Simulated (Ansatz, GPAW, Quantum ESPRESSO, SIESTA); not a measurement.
# One structure in several programs: KMg6Cd (P1, 8 atoms in the cell)

Self-consistent single point, at a second geometry (atoms moved at random). First geometry:

```xyz
8
Lattice="5.2867 0.0000 0.0000 0.0000 3.3604 5.7428 0.0000 -3.3604 5.7428" Properties=species:S:1:pos:R:3 pbc="T T T"
K      0.0000     0.0000     9.5512
Mg     0.0000    -1.6561     6.6849
Mg     0.0000     1.6561     6.6849
Mg     0.0000     0.0000     3.8676
Mg     2.6434    -1.5786     4.8472
Mg     2.6434     1.5786     4.8472
Mg     2.6434     0.0000     1.9173
Cd     2.6434     0.0000     7.5425
```

Second geometry:
```
CELL_PARAMETERS angstrom
      5.28674     0.00000     0.00000
      0.00000     3.36043     5.74281
      0.00000    -3.36043     5.74281
ATOMIC_POSITIONS crystal
  K  0.00624 0.82494 0.82582
  Mg 0.99514 0.34299 0.81998
  Mg 0.99904 0.84553 0.34138
  Mg 0.00039 0.32892 0.34211
  Mg 0.49526 0.19293 0.64707
  Mg 0.49924 0.66266 0.18426
  Mg 0.50921 0.15721 0.17678
  Cd 0.49548 0.64483 0.66262
```

Shared settings, as Ansatz (a first-principles code) writes them: kpoints.mp_grid.grid = 4 3 3; scf.occupations.method = gaussian; scf.occupations.width = 0.05 eV. Potentials and cutoffs stand in the table.

| code | model | ΔF from the first geometry (meV/atom) | pressure (GPa) | largest force (eV/Å) | cutoff |
|---|---|---|---|---|---|
| SIESTA | GGA PBEsol, numerical atomic orbitals DZP, PseudoDojo PBEsol standard norm-conserving potentials (rewritten from UPF to PSML) | 11.2 | 2.32 | – | grid 350 Ry |
| Ansatz | PBEsol, PAW files made with PBE | 7.9 | -0.18 | 0.417 | 420 eV |
| GPAW | PBEsol, GPAW PAW datasets PBEsol (made by gpaw-setup) | 7.8 | -0.24 | 0.416 | 850 eV |
| Quantum ESPRESSO | PBEsol, GBRV 1.5 ultrasoft (PBESOL) pseudopotentials | 7.9 | -0.42 | 0.417 | 40 Ry |

Size of the force on each atom (eV/Å): Sizes of forces hide their directions.

```json
[
 {"code": "Ansatz", "K1": "0.415", "Mg2": "0.170", "Mg3": "0.417", "Mg4": "0.205", "Mg5": "0.206", "Mg6": "0.070", "Mg7": "0.171", "Cd8": "0.083"},
 {"code": "GPAW", "K1": "0.416", "Mg2": "0.166", "Mg3": "0.415", "Mg4": "0.204", "Mg5": "0.205", "Mg6": "0.070", "Mg7": "0.171", "Cd8": "0.082"},
 {"code": "Quantum ESPRESSO", "K1": "0.415", "Mg2": "0.171", "Mg3": "0.417", "Mg4": "0.205", "Mg5": "0.206", "Mg6": "0.070", "Mg7": "0.171", "Cd8": "0.083"}
]
```

A dash marks a value that a program does not give, or that is left out as unsure.

The spread over the programs that give each value: ΔF from the first geometry within 3.4 meV/atom; pressure within 2.74 GPa; largest force within 0.001 eV/Å.

SIESTA uses small atom-centred bases, whose incompleteness enters pressures, forces and empty levels differently from a plane-wave cutoff. Ansatz's pressure is given at a fixed set of plane waves, as the other plane-wave codes print theirs. In the pressure, SIESTA (by 2.56) lies more than 1 GPa from the median of the plane-wave programs.

The starting cell comes from a database of computed structures (which also holds hypothetical and non-ambient phases and stackings), without a prior relaxation at this level. Its lattice was rescaled by a random factor within 2.5 % of one. For this run, on top of that: atoms moved at random.

Left out of this page: CP2K (unsound by tests on forces, stress, charge or solver warnings).

Keys are those of Ansatz 0.2.
